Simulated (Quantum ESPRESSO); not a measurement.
A relaxation of the atoms of VFe3 (I4mm, 4 atoms in the cell) with Quantum ESPRESSO.

Computed with LDA (PZ), PSlibrary PAW (LDA) pseudopotentials (plane waves; Quantum ESPRESSO 7.5).

This input was run:

```fortran
&CONTROL
 calculation = 'relax',
 prefix = 'run',
 outdir = './tmp/',
 pseudo_dir = './',
 forc_conv_thr = 7.8e-03,
/
&SYSTEM
 ibrav = 0,
 nat = 4,
 ntyp = 2,
 ecutwfc = 55,
 ecutrho = 660,
 occupations = 'smearing',
 smearing = 'gauss',
 degauss = 0.0073499,
 nspin = 2,
 starting_magnetization(1) = 0.154,
 starting_magnetization(2) = 0.500,
/
&ELECTRONS
 conv_thr = 1.0d-9,
 mixing_beta = 0.3,
/
&IONS
/
ATOMIC_SPECIES
V     50.9415  V.pz-spn-kjpaw_psl.1.0.0.UPF
Fe    55.8450  Fe.pz-n-kjpaw_psl.1.0.0.UPF
ATOMIC_POSITIONS {crystal}
V     0.526018000    0.526018000    0.000000000
Fe    0.750000000    0.250000000    0.500000000
Fe    0.250000000    0.750000000    0.500000000
Fe    0.000000000    0.000000000    0.000000000
K_POINTS {automatic}
5 5 5  0 0 0
CELL_PARAMETERS {angstrom}
  -2.033457000     2.033457000     2.882644000
   2.033457000    -2.033457000     2.882644000
   2.033457000     2.033457000    -2.882644000
```

Output (repeated stretches shortened):

```
     Self-consistent Calculation

     iteration #  1     ecut=    55.00 Ry     beta= 0.30

     total energy              =    -621.69364082 Ry
     estimated scf accuracy    <       0.44017732 Ry

     total magnetization       =     7.24 Bohr mag/cell
     absolute magnetization    =     7.24 Bohr mag/cell

     iteration #  2     ecut=    55.00 Ry     beta= 0.30

     total energy              =    -621.76060379 Ry
     estimated scf accuracy    <       0.91355388 Ry

     total magnetization       =     6.05 Bohr mag/cell
     absolute magnetization    =     6.08 Bohr mag/cell

     iteration #  3     ecut=    55.00 Ry     beta= 0.30

   [... lines left out ...]

     iteration # 39     ecut=    55.00 Ry     beta= 0.30

     total energy              =    -621.93871171 Ry
     estimated scf accuracy    <          3.9E-09 Ry

     total magnetization       =     4.92 Bohr mag/cell
     absolute magnetization    =     6.33 Bohr mag/cell

     iteration # 40     ecut=    55.00 Ry     beta= 0.30

     Magnetic moment per site  (integrated on atomic sphere of radius R)
     atom   1 (R=0.244)  charge= 10.8344  magn= -0.5124
     atom   2 (R=0.244)  charge=  6.3761  magn=  1.5769
     atom   3 (R=0.244)  charge=  6.3761  magn=  1.5769
     atom   4 (R=0.244)  charge=  6.3123  magn=  2.3890
     End of self-consistent calculation

     the Fermi energy is    14.0346 ev

!    total energy              =    -621.93871171 Ry
     estimated scf accuracy    <          1.7E-10 Ry
     smearing contrib. (-TS)   =      -0.00087411 Ry
     internal energy E=F+TS    =    -621.93783760 Ry

     total magnetization       =     4.92 Bohr mag/cell
     absolute magnetization    =     6.33 Bohr mag/cell

     convergence has been achieved in  40 iterations

     Forces acting on atoms (cartesian axes, Ry/au):

     atom    1 type  1   force =     0.00000000    0.00000000   -0.03760406
     atom    2 type  2   force =     0.00000000    0.00000000    0.01038387
     atom    3 type  2   force =     0.00000000    0.00000000    0.01038387
     atom    4 type  2   force =     0.00000000   -0.00000000    0.01683632

   [... lines left out ...]
     Total force =     0.043740     Total SCF correction =     0.000001
     total magnetization       =     5.00 Bohr mag/cell
     absolute magnetization    =     6.40 Bohr mag/cell
     total magnetization       =     5.00 Bohr mag/cell
     absolute magnetization    =     6.40 Bohr mag/cell
     total magnetization       =     5.00 Bohr mag/cell
     absolute magnetization    =     6.40 Bohr mag/cell
     total magnetization       =     5.00 Bohr mag/cell
     absolute magnetization    =     6.40 Bohr mag/cell
     Magnetic moment per site  (integrated on atomic sphere of radius R)
   [... lines left out ...]

     File ./tmp/run.bfgs deleted, as requested
Begin final coordinates

ATOMIC_POSITIONS (crystal)
V                0.5068135566        0.5068135566       -0.0000000000
Fe               0.7558182531        0.2558182531        0.5000000000
Fe               0.2558182531        0.7558182531        0.5000000000
Fe               0.0075679372        0.0075679372        0.0000000000
End final coordinates

   JOB DONE.
```

The run converged.  The full log also holds: “WARNING: bfgs curvature condition failed, Theta= 0.994”.

Summary of the result:
| Property | Value |
|---|---|
| Free energy E − TS | -8461.9767 eV |
| Fermi level (on the code's own zero) | 14.05 eV |
| Largest force (vector length) | 0.058 eV/Å |
| Size of the cell's spin moment | 5.00 μB |
| Site moments (μB, in the program's spheres or projections) | V -0.51, Fe 1.60, Fe 1.60, Fe 2.41 |
| Relaxation steps | 5 |

The starting cell comes from a database of computed structures (which also holds hypothetical and non-ambient phases and stackings), without a prior relaxation at this level. Its lattice was rescaled by up to half a per cent. For this run, on top of that: one atom moved by 0.15 angstrom. The magnetic order is the one reached from the typed start; others were not searched systematically. The relaxation keeps the symmetry of its start, so its end need not be a minimum.

Cost on one core of a shared machine: roughly 20 min.
